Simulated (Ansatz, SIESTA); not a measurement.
**Code comparison for LaGa₃Pd₂ (P1, 6 atoms in the cell)**

Self-consistent single point, at a second geometry (atoms moved at random). First geometry:

```xyz
6
Lattice="5.4437 0.0000 0.0000 -2.7218 4.7144 0.0000 0.0000 0.0000 4.2902" Properties=species:S:1:pos:R:3 pbc="T T T"
La     0.0000     0.0000     0.0000
Ga     2.7218     0.0000     2.1451
Ga     1.3609     2.3572     2.1451
Ga    -1.3609     2.3572     2.1451
Pd     2.7218     1.5715     0.0000
Pd     0.0000     3.1429     0.0000
```

Second geometry:
```
LaGa3Pd2
1.0
    5.44368     0.00000     0.00000
   -2.72184     4.71436     0.00000
    0.00000     0.00000     4.29021
La Ga Pd
1 3 2
Direct
  0.99403   0.00021   0.99384
  0.49436   0.99360   0.49620
  0.50671   0.50532   0.52614
  0.99651   0.49443   0.49990
  0.66968   0.33169   0.99677
  0.33872   0.67475   0.98714
```

Shared settings, as Ansatz (a program for electronic structure) writes them: kpoints.mp_grid.grid = 6 6 7; scf.occupations.method = gaussian; scf.occupations.width = 0.05 eV. Potentials and cutoffs stand in the table.

| code | model | ΔF from the first geometry (meV/atom) | pressure (GPa) | largest force (eV/Å) | cutoff |
|---|---|---|---|---|---|
| SIESTA | GGA PBEsol, numerical atomic orbitals DZP, PseudoDojo PBEsol standard norm-conserving potentials (rewritten from UPF to PSML) | 17.2 | -2.21 | 1.029 | grid 300 Ry |
| Ansatz | PBEsol, PAW files made with PBE | 13.6 | -2.13 | 0.822 | 420 eV |

Size of the force on each atom (eV/Å): Sizes of forces hide their directions.

```
code      La1    Ga2    Ga3    Ga4    Pd5    Pd6
------  -----  -----  -----  -----  -----  -----
SIESTA  0.457  0.372  1.029  0.308  0.457  0.851
Ansatz  0.333  0.290  0.822  0.231  0.357  0.673
```

On Ansatz's run: spin polarisation is off.

The spread over the programs that give each value: ΔF from the first geometry within 3.6 meV/atom; pressure within 0.08 GPa; largest force within 0.207 eV/Å.

SIESTA uses small atom-centred bases, whose incompleteness enters pressures, forces and empty levels differently from a plane-wave cutoff. Ansatz's pressure is given at a fixed set of plane waves, as the other plane-wave codes print theirs; with its correction for the finite basis it is -2.09 GPa.

The starting cell comes from a database of computed structures (which also holds hypothetical and non-ambient phases and stackings), without a prior relaxation at this level. For this run, on top of that: atoms moved at random.

Keys are those of Ansatz 0.2.
